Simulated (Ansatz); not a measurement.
Consider this model of amorphous Ti20O43Y2.

```xyz
65
Lattice="9.7098 -0.1548 -0.0453 -0.1548 9.0278 0.0920 -0.0453 0.0920 9.2478" Properties=species:S:1:pos:R:3 pbc="T T T"
Ti     2.4260     8.0855     1.8709
Ti     5.8028     6.5426     6.6258
Ti     6.2300     1.6324     4.7434
Ti     1.9815     4.6525     0.5602
Ti     0.0102     0.9102     5.5541
Ti     5.5344     0.3840     7.6492
Ti     4.8542     6.6793     0.7089
Ti     8.4042     6.3924     4.9563
Ti     8.6840     7.2438     1.6359
Ti     2.8612     1.1591     4.1899
Ti     2.7094     8.5178     7.5954
Ti     2.8101     1.7740     0.3646
Ti     4.3327     4.5411     4.4074
Ti     8.3263     5.4147     8.5767
Ti     6.8876     4.2682     2.5166
Ti     7.3704     1.5357     1.5842
Ti     1.7813     7.0354     5.1634
Ti     9.6138     2.9766     7.7721
Ti     8.2566    -0.0398     8.4770
Ti     5.9550     7.7798     3.1318
O      5.0214     4.8500     6.2005
O      3.1163     5.9129     4.6030
O      6.8275     8.2670     7.3825
O      4.2416     7.6726     2.4778
O      8.3883     2.7164     2.4421
O      2.2538     0.5261     6.0873
O      4.3998     8.2493     9.0827
O      1.9592     9.0325     9.3072
O      0.3671     3.2322     6.1526
O      5.9577     3.2368     4.0247
O      6.7580     1.1143     8.9698
O      0.9229     1.6108     4.1125
O      3.5390     3.6184     0.2866
O      6.1633     7.0320     4.9064
O      0.4549     5.8152     4.8328
O      7.8537     3.6157     8.1500
O      1.4206     4.3231     2.1318
O      5.3623     5.3040     2.7703
O      2.1330     8.3229     3.7939
O      8.7427     7.2693     8.8740
O      8.0618     1.2404     5.0149
O      9.5102     7.9504     5.5110
O      6.4977     7.4181     1.3935
O      0.3636     5.0157     8.5262
O      4.5881     0.7370     4.5182
O      8.0193     4.8143     3.9902
O      6.2215     3.0504     1.1981
O      8.0238     7.3928     3.3628
O      5.6777     5.7538     8.5967
O      8.0592     5.3311     1.2268
O      2.9488     1.0622     2.0900
O      4.0153     1.5548     8.2324
O      6.5101     0.6046     2.9287
O      0.7330     7.2921     1.9434
O      2.0053     6.9850     7.0320
O      1.2023     2.7151     9.1534
O      2.9351     6.2945     0.8244
O      5.8941     1.8971     6.5655
O      4.4337     8.0505     6.7194
O      7.6952     5.9355     6.7101
O      3.2225     3.1225     4.3043
O      9.3564     1.0236     7.5041
O      8.7057     0.1499     1.0956
Y      5.4397     3.4703     8.2382
Y      0.2592     3.7385     3.8925
```

Computed with PBE, scalar-relativistic without spin-orbit coupling (plane waves to 420 eV, PAW; Ansatz, a quantum-chemistry and plane-wave program).

A CHGNet melt-quench gave the starting glass, which DFT then relaxed. O atoms were pushed apart under 1.9 Å during the dynamics, to hinder bonds among them. The hot cell started wider than the set density and was brought back towards it in steps. It is the lowest in DFT energy of 2 quenches. It is a model cell: composition and starting density were chosen by hand, and all elements were melted together. No dispersion term was used. Its density started from a set value of 3.74 and ended at 3.74 g/cm³. The quench (nominally 240 K/ps over its main leg) was far faster than any real one, so the model tends to hold more defects than a real film. One small periodic cell is one sample of the glass; other quenches scatter about these values. The volume was held where the preparation left it and the shape relaxed, at a PBE pressure of 0.4 GPa. Stress components on the final sampling reach 0.5 GPa.

Cut-offs for bonds: Ti-Ti 3.12 Å, Ti-O 2.62 Å, Ti-Y 3.43 Å, O-O 1.58 Å, O-Y 2.82 Å, Y-Y 3.74 Å. Two cations that share two anions don't count as bonded, nor two that share one unless they lie closer than Ti-Ti 3.04 Å, Ti-Y 3.34 Å, Y-Y 3.64 Å.

**Question.** Give the coordination numbers, mean bond lengths and angles.

**Answer.** 
```yaml
Mean coordination of Ti by anions: 5.55 (9 with 5, 11 with 6); 2 close contacts or bonds to cations besides
Mean coordination of O: 2.91 (7 with 2, 33 with 3, 3 with 4)
Mean coordination of Y by anions: 7.00 (1 with 6, 1 with 8)
Mean Ti-O bond: 1.976 Å (spread 0.160 Å, 111 counted)
Mean O-Y bond: 2.364 Å (spread 0.140 Å, 14 counted)
Mean Ti-Ti close contact: 2.996 Å (spread 0.000 Å, 1 counted)
Bond angle at Ti: mean 104.3°, spread 29.1°
Bond angle at O: mean 117.9°, spread 22.4°
Bond angle at Y: mean 100.2°, spread 29.3°
```

**Question.** List the pairs of like atoms that count as bonded by the rules above.

**Answer.** Ti11-Ti17 (3.00 Å).
